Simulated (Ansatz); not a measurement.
System: O vacancy in monoclinic ZrO2 (charge state +2). All values below come from PBE, PAW (plane waves to 420 eV; Ansatz, a program for electronic structure).

324-site cell at the relaxed PBE lattice, the Γ point alone, smearing 0.01 eV, spin-restricted, no finite-size correction. Static, classical nuclei. The charge state is imposed; whether it is stable for some Fermi level was not computed. Forms of the defect that were not tried may lie lower.

Barriers: single points on a 2×2×2 k-point mesh shifted by half a step at the bands' geometries.

The step: one O atom jumps into the vacancy from a nearby O site. Atoms about the jump, Cartesian Å from the middle of the jump, before and after:

| atom | x0 | y0 | z0 | x1 | y1 | z1 |
|---|---|---|---|---|---|---|
| O1 | 0.88 | 0.20 | 0.34 | -0.88 | -0.20 | -0.34 |
| Zr2 | -0.31 | -1.00 | 1.60 | -0.49 | -1.00 | 1.53 |
| Zr3 | 0.25 | 1.45 | -1.30 | 0.03 | 1.34 | -1.34 |
| O4 | 0.74 | -2.46 | 0.24 | 0.82 | -2.35 | 0.23 |
| O5 | -1.54 | 0.57 | 2.13 | -1.61 | 0.56 | 2.25 |
| O6 | -2.04 | -1.94 | 1.00 | -2.11 | -2.04 | 1.16 |
| O7 | 1.74 | 0.17 | -2.21 | 1.67 | 0.13 | -2.05 |
| Zr8 | -3.04 | -1.45 | -0.82 | -2.83 | -1.35 | -0.79 |
| O9 | -0.73 | 0.42 | -2.89 | -0.68 | 0.57 | -3.16 |
| O10 | 0.84 | 2.81 | 0.22 | 0.94 | 2.38 | 0.26 |
| O11 | -1.61 | 2.28 | -1.40 | -1.64 | 2.44 | -1.56 |
| O12 | -1.59 | -2.70 | -1.54 | -1.57 | -2.79 | -1.49 |
| Zr13 | 2.35 | -1.37 | -0.78 | 2.48 | -1.46 | -0.84 |
| O14 | 0.81 | 0.14 | 3.13 | 0.83 | 0.15 | 2.96 |
| O15 | -3.92 | 0.18 | 0.45 | -3.91 | 0.21 | 0.47 |
| O16 | 1.23 | -2.39 | -2.42 | 1.28 | -2.44 | -2.46 |
| O17 | -3.50 | 0.10 | -2.17 | -3.45 | 0.15 | -2.17 |
| Zr18 | 1.91 | 1.75 | 1.90 | 2.01 | 1.83 | 2.06 |
| Zr19 | 0.57 | -0.91 | -3.84 | 0.57 | -0.93 | -3.84 |
| O20 | -2.06 | 3.23 | 1.16 | -2.03 | 3.17 | 1.13 |
| O21 | 0.35 | -2.42 | 2.91 | 0.32 | -2.42 | 2.89 |
| Zr22 | 0.09 | -3.97 | -1.19 | 0.12 | -3.97 | -1.20 |

**Question.** Give the saddle-point geometry and the barrier.

**Answer.** 
| atom | x | y | z |
|---|---|---|---|
| O1 | -0.41 | -0.14 | -0.20 |
| Zr2 | -0.48 | -1.01 | 1.59 |
| Zr3 | 0.10 | 1.40 | -1.35 |
| O4 | 0.83 | -2.47 | 0.24 |
| O5 | -1.63 | 0.53 | 2.27 |
| O6 | -2.12 | -2.03 | 1.10 |
| O7 | 1.72 | 0.16 | -2.12 |
| Zr8 | -2.94 | -1.42 | -0.80 |
| O9 | -0.69 | 0.55 | -3.11 |
| O10 | 0.93 | 2.53 | 0.26 |
| O11 | -1.65 | 2.38 | -1.52 |
| O12 | -1.57 | -2.75 | -1.51 |
| Zr13 | 2.42 | -1.45 | -0.83 |
| O14 | 0.82 | 0.16 | 2.99 |
| O15 | -3.90 | 0.19 | 0.46 |
| O16 | 1.26 | -2.42 | -2.45 |
| O17 | -3.46 | 0.12 | -2.17 |
| Zr18 | 2.00 | 1.84 | 2.05 |
| Zr19 | 0.57 | -0.91 | -3.84 |
| O20 | -2.04 | 3.17 | 1.14 |
| O21 | 0.34 | -2.44 | 2.91 |
| Zr22 | 0.12 | -3.98 | -1.18 |
It lies 0.68 eV above the start and 0.084 eV above the end. The saddle point's order was not checked.
